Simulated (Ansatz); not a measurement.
## By hand: formation energy of the neutral N_As in GaAs (zinc blende, F-43m)

This concerns the formation energy of the neutral N_As in GaAs (zinc blende, F-43m). Reaction: 108 GaAs (zinc blende) + 1/2 N2 (gas) → cell A + As (R-3m).

A: a supercell of 216 sites of GaAs (zinc blende, F-43m) with N on an As site (4 Ga at 2.07 Å); spin state with PBE: run without spin.

Method: Ansatz (an electronic-structure program), PAW, neutral cells at 0 K with nuclei at rest, on structures from PBE+D3(BJ). Ansatz runs with its default PAW set. Larger cells are relaxed from a start prepared with the learned potential CHGNet till forces fall under 0.03 eV/Å, which some starts already meet. Space groups of crystals are read within 0.01 Å. Mesh and cell size may move defect energies by 0.1 eV or more. The value holds for the reservoirs listed; other chemical potentials shift it. Cell A has symmetry P-43m within 0.02 Å and got no random move, so less symmetric positions, which may lie lower, weren't tried.

Total energies of the cells in eV, at zero smearing width. They compare only within one column; the weights balance every element.

```json
[
 {"cell": "A: GaAs:N_As", "atoms": "216", "weight": "+1", "PBE+D3(BJ)": "-928696.11045"},
 {"cell": "As (R-3m)", "atoms": "2", "weight": "+1/2", "PBE+D3(BJ)": "-9713.10870"},
 {"cell": "GaAs (zinc blende)", "atoms": "216", "weight": "−1", "PBE+D3(BJ)": "-933169.65690"},
 {"cell": "N2 (gas)", "atoms": "2", "weight": "−1/2", "PBE+D3(BJ)": "-768.03814"}
]
```

PBE+D3(BJ): (-928696.11045) + 1/2 × (-9713.10870) − (-933169.65690) − 1/2 × (-768.03814) = 1.011 eV.

What follows from the PBE+D3(BJ) value: The value above is the As-rich limit, with As (R-3m) as reservoir. The host forms with -0.31 eV/atom at this level, so before it gives way to its other element Δμ(As) can go down to -0.31 × 2 = -0.62 eV (other compounds may narrow the range). The defect releases 1 As, so the As-poor limit is 1.01 + 1 × (-0.62) = 0.39 eV.
